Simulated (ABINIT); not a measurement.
# Pressure against volume in rutile-structure ZnF2 (space group 136) (ABINIT, PBEsol)

```yaml
crystal:
  lattice:
    - [4.56354, 0.00000, 0.00000]
    - [0.00000, 4.56354, 0.00000]
    - [0.00000, 0.00000, 3.03912]
  atoms:
    - { symbol: Zn, position: [0.00000, 0.00000, 0.00000] }
    - { symbol: Zn, position: [0.50000, 0.50000, 0.50000] }
    - { symbol: F, position: [0.30300, 0.30300, 0.00000] }
    - { symbol: F, position: [0.80300, 0.19700, 0.50000] }
    - { symbol: F, position: [0.19700, 0.80300, 0.50000] }
    - { symbol: F, position: [0.69700, 0.69700, 0.00000] }
```

Level of theory: PBEsol, norm-conserving pseudopotentials (PseudoDojo nc-sr-04 PBEsol standard) (plane waves; ABINIT). Settings: pseudos = [Zn.upf, F.upf]; ecut = 1497 eV; occopt = 3; tsmear = 0.00036749 Ha; ngkpt = 5 5 8; nshiftk = 1; shiftk = 0 0 0; potentials = PseudoDojo nc-sr-04 PBEsol standard; nband = 43; kptopt = 1; nstep = 80; tolvrs = 1e-11. The cell above is the first row's. The rows scale it uniformly. In all rows fractional positions and the k mesh are held.

```
V (Å^3/atom)  P (GPa)
------------  -------
10.5487             ?
10.7780          9.22
11.0074          6.04
11.2367          3.20
11.4660          0.66
11.6953         -1.62
11.9246         -3.65
12.1540         -5.47
12.3833         -7.09
```

Task: Using a cubic, estimate the missing P at V = 10.5487 from the other rows, showing the fit.

Result: With u = V - 11.6, the rows have u = -0.8220, -0.5926, -0.3633, -0.1340, 0.0953, 0.3246, 0.5540, 0.7833. Least squares gives P = -0.705 - 9.8200·u + 2.4261·u² - 0.3810·u³. Residuals (row less fit): 0.002, -0.006, -0.001, 0.005, -0.001, 0.000, -0.005, 0.002; standard error 0.005 (degrees of freedom: 4). The fitted pressure is zero at V0 = 11.53, where dP/dV = -10.17, so B0 = -V0·dP/dV = 117 GPa. At the withheld row, u = -1.0513, so P = -0.705 - 9.8200 × (-1.0513) + 2.4261 × (-1.0513)² - 0.3810 × (-1.0513)³ = 12.743 GPa. The calculation gives 12.77 GPa, 0.027 GPa above the prediction (0.1 % of the range of P in the table). The row lies outside the fitted rows, so this is an extrapolation. From the scatter of the fitted rows alone, a prediction at this place has a standard error of 0.012 GPa, so the miss is 2.2 times that.

Carrying the step between the two nearest rows on in a straight line would have given 12.40, off by 0.37; series whose last step already gives the withheld value aren't shown. The scan was laid around a cell of about the measured size, scaled by a guess for this functional; axis ratios and inner coordinates come from that cell. The runs keep the symmetry of the cell, so they don't test it for distortions. The shape of the cell and the inner coordinates aren't relaxed, so V0 and B0 belong to this uniform scaling; a relaxed crystal lies no higher in energy and is usually softer (forces reach 0.14 eV/Å in these rows). Cutoffs and mesh are single choices, not tested for convergence of this quantity. Series with a scatter that would blur these digits, or in which a gap closes, are not shown.
